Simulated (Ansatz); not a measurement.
Input:

```xyz
2
Lattice="0.0000 2.7168 2.7168 2.7168 0.0000 2.7168 2.7168 2.7168 0.0000" Properties=species:S:1:pos:R:3 pbc="T T T"
Si     1.3584     1.3584     1.3584
Si     0.0000     0.0000     0.0000
```

Level of theory: HSE06 with spin-orbit coupling, rigid bands (plane waves, PAW; Ansatz, a first-principles code). Cell: cell and atoms relaxed with PBEsol.

What conductivity effective mass do dilute holes have at 300 K?

0.36 mₑ.

Predict the electron conductivity mass (n e² τ/σ) at 300 K, by direction if it differs.

0.27 mₑ.

And the band gap?

1.12 eV at this level.

Rigid bands, one relaxation time for all states, no polarons. Geometry: cell and atoms relaxed with PBEsol.
